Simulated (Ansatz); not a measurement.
This concerns the formation energy of KCl (rock salt, Fm-3m) from the elements. Reaction: K (bcc) + 1/2 Cl2 (gas) → KCl (rock salt). Negative: the products are lower in energy. The value is per atom of the solid.

KCl (rock salt, Fm-3m), 2 atoms in the cell. Conventional cell: a = b = c = 6.378 Å, α = β = γ = 90.00°.

Ansatz (a program for electronic structure) with PAW potentials; structures come from PBE relaxations, nuclei static, no net charge. Ansatz runs with its PAW set soft_1. Other levels take these structures. HSE06 runs on coarser k-point meshes, mended by the PBE difference between the two meshes. Some cells are metallic or hold partly filled levels, where a hybrid on a coarse mesh is less sure. The lattices are those relaxed with PBE, so at other levels the solids can be strained, which adds to the spread. A dispersion term (D3(BJ), or D4 for r2SCAN) was computed beside these levels and is taken off wherever the name lacks it. Space groups of crystals are read within 0.01 Å.

Measured enthalpy at 298 K, from tabulated formation enthalpies: -2.26 eV/atom (as tabulated in Friedrich and co-workers, 2018, arXiv:1811.08952). It holds thermal and zero-point parts that the computed values lack, which would shift all levels alike, taken here as about 0.04 eV/atom at most.

Which of the levels (PBE, LDA, PBEsol, RPBE, r2SCAN, HSE06) reproduces the measured value best, and by how much do the others miss?


```csv
Method,computed (eV/atom),computed less measured
r2SCAN,-2.24,0.02
LDA,-2.11,0.15
HSE06,-2.09,0.17
PBE,-2.00,0.26
PBEsol,-2.00,0.26
RPBE,-1.94,0.32
```

r2SCAN comes closest here; RPBE misses by 0.32 eV/atom.
